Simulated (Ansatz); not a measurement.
The starting structures come from a database of crystals and need not be the phases stable at ambient conditions.

Inside the gap of an insulator the Bloch states are evanescent, with a wavenumber k + iκ along the transport direction.

Consider the following.

```
PdO4Se
1.0
    4.92138     0.00000     0.00000
    0.65652     7.97992     0.00000
   -1.67694    -0.26693     4.61916
Pd Se O
2 2 8
Direct
  0.50000   0.50000   0.00000
  0.00000   0.00000   0.50000
  0.06981   0.25000   0.06981
  0.93019   0.75000   0.93019
  0.26453   0.71911   0.91603
  0.73547   0.28089   0.08397
  0.91603   0.78089   0.26453
  0.08397   0.21911   0.73547
  0.25809   0.41891   0.21667
  0.74191   0.58109   0.78333
  0.21667   0.08109   0.25809
  0.78333   0.91891   0.74191
```

Space group of this cell: C2/c. The cell is taken as given.

Transport runs along the normal of the first two printed cell vectors.

The gap is the functional's own, uncorrected, and κ follows it; spin-orbit coupling is left out. Mid-gap values are interpolated between the computed energies.

Problem. Compute, with PBEsol (Ansatz, a program for electronic structure), the band gap and the smallest decay constant κ at mid-gap.

Solution. Gap 1.31 eV on a 8×4×8 mesh; κ = 0.434 1/Å, at (0.167, 0.250) of the in-plane reciprocal vectors. At the zone centre, at the nearest computed energy, the slowest state has κ = 0.48 1/Å.
